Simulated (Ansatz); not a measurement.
## Ru under a change: isotropic strain −1.50 %

Consider Ru in the hcp (Mg type) structure (space group P6_3/mmc, No. 194; a = 2.704 Å, c = 4.263 Å; relaxed with 0.1 eV smearing).

Modification: an isotropic linear strain of −1.50 %; the atoms relax in the strained cell.

Calculations: Kohn–Sham DFT with the r2SCAN functional, run in Ansatz (an electronic-structure program) with PAW and 500 eV plane waves, no spin-orbit coupling. Settings: 24×24×14 k-points, 0.1 eV Fermi–Dirac smearing.

- Volume per atom: 12.90 Å³ (base 13.50 Å³)
- Space group: P6_3/mmc (No. 194) (base P6_3/mmc (No. 194))
- Shortest interatomic distance: 2.602 Å (base 2.642 Å)
- Energy relative to the base (free energy F): +31 meV/atom
- Pressure (mean of the normal stresses, compression positive): 17.1 GPa (base 0.0 GPa)
- Band gap: zero (base zero)

Final structure:

```
CELL_PARAMETERS angstrom
      2.66372     0.00000     0.00000
     -1.33186     2.30685     0.00000
      0.00000     0.00000     4.19896
ATOMIC_POSITIONS crystal
  Ru 0.66667 0.33333 0.75000
  Ru 0.33333 0.66667 0.25000
```

No phonon test of stability was made. All final runs are without spin polarisation.
